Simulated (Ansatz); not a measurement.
Given:

```xyz
2
Lattice="0.0000 2.3691 2.3691 2.3691 0.0000 2.3691 2.3691 2.3691 0.0000" Properties=species:S:1:pos:R:3 pbc="T T T"
Na     0.0000     0.0000     0.0000
F      2.3691     2.3691     2.3691
```

No spin polarisation.

Level of theory: PBE (Ansatz, a first-principles code), without spin-orbit coupling. Γ-centred 12×12×12 mesh, Fermi–Dirac width 0.05 eV.

### Question
Predict the band gap, electron mass, gap character and width of the top valence band.

### Answer
The band gap is 5.97 eV, the electron mass is 0.57 mₑ (at Γ) and the gap character comes out as direct at Γ. The width of the top valence band comes out as 0.51 eV.

Load acts through the strain it causes; cell and atoms are relaxed under it. Masses are band curvatures over ±0.01 Å⁻¹ around the edge. No phonon test of stability was made. The cell was made from NaF in the rock salt structure (space group Fm-3m, No. 225) by this change: pressure −1 GPa.
